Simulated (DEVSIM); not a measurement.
Device: Au/SiO2/p-InP capacitor, at 300 K.

| layer (left to right) | material | thickness (nm) | Na (cm⁻³) |
|---|---|---|---|
| 1 | SiO2 | 43.0 | - |
| 2 | InP | 2300 | 7.1e16 |

Metal gate on the left, work function 5.1 eV. Fixed charge at the semiconductor interface 1.2e10 cm⁻² (in units of +e); no interface traps.

Constants are typed, rounded textbook-type inputs, not results; the design itself was drawn at random and stands for no fabricated device. Values at 300 K.

```tsv
parameter	SiO2	InP
gap (eV)	9	1.344
affinity (eV)	0.9	4.38
permittivity	3.9	12.5
Nc (cm⁻³)	-	5.7e17
Nv (cm⁻³)	-	1.1e19
```

Model (solved in DEVSIM): 1D Poisson equation in equilibrium, Boltzmann statistics, complete ionisation; no quantum confinement or tunnelling. Metal contacts follow the ideal Schottky-Mott rule: no Fermi-level pinning, no interface dipoles.

### Question
Tabulate band edges, carrier densities and field at -2.8 V on the gate.

### Answer
Energies count from the Fermi level of the right contact; mesh points crowd at the junctions.

```csv
x (μm),Ec (eV),Ev (eV),n (cm⁻³),p (cm⁻³),field (V/cm)
0.000,7.000,-2.000,< 1e2,< 1e2,-510000
0.001597,6.918,-2.082,< 1e2,< 1e2,-510000
0.005067,6.740,-2.260,< 1e2,< 1e2,-510000
0.01325,6.321,-2.679,< 1e2,< 1e2,-510000
0.03225,5.347,-3.653,< 1e2,< 1e2,-510000
0.03885,5.008,-3.992,< 1e2,< 1e2,-510000
0.04189,4.853,-4.147,< 1e2,< 1e2,-510000
0.04364,1.307,-0.037,< 1e2,2.6e18,-130000
0.04619,1.282,-0.062,< 1e2,9.9e17,-74000
0.05233,1.252,-0.092,< 1e2,3.1e17,-32000
0.06715,1.226,-0.118,< 1e2,1.2e17,-8800
0.1219,1.214,-0.130,< 1e2,7.2e16,-240
0.2350,1.214,-0.130,< 1e2,7.1e16,≈ 0
0.4922,1.214,-0.130,< 1e2,7.1e16,≈ 0
1.436,1.214,-0.130,< 1e2,7.1e16,≈ 0
1.955,1.214,-0.130,< 1e2,7.1e16,≈ 0
2.183,1.214,-0.130,< 1e2,7.1e16,≈ 0
2.277,1.214,-0.130,< 1e2,7.1e16,≈ 0
2.323,1.214,-0.130,< 1e2,7.1e16,≈ 0
2.335,1.214,-0.130,< 1e2,7.1e16,≈ 0
2.341,1.214,-0.130,< 1e2,7.1e16,≈ 0
2.343,1.214,-0.130,< 1e2,7.1e16,≈ 0
```
